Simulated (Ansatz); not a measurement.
# How far PBE and PBEsol part for hypothetical P2/m NbRu

The reference is NbRu (space group P2/m, No. 10; a = 4.604 Å, b = 3.069 Å, c = 6.960 Å, α = γ = 90.00°, β = 102.90°; a hypothetical phase, not in the database extracts checked).

(Cell as relaxed with PBE.)

Levels (all Ansatz, a quantum-chemistry and plane-wave program, PAW): PBE (420 eV, spin-orbit coupling left out); PBEsol (420 eV, no SOC).

Each level relaxes its own structure.

```tsv
quantity	PBE	PBEsol
volume per atom	15.97 Å³	15.46 Å³
space group	P2/m (No. 10)	P2/m (No. 10)
band gap	zero	zero
```

PBE's volume per atom lies 0.51 Å³ above PBEsol's (3.3 %); the two agree on the space group and band gap. Neither level is exact; PBEsol is the comparison here, not a measurement.

Whether these cells are dynamically stable was not tested. The final runs are not spin-polarised. An odd electron count without spin: NbRu.
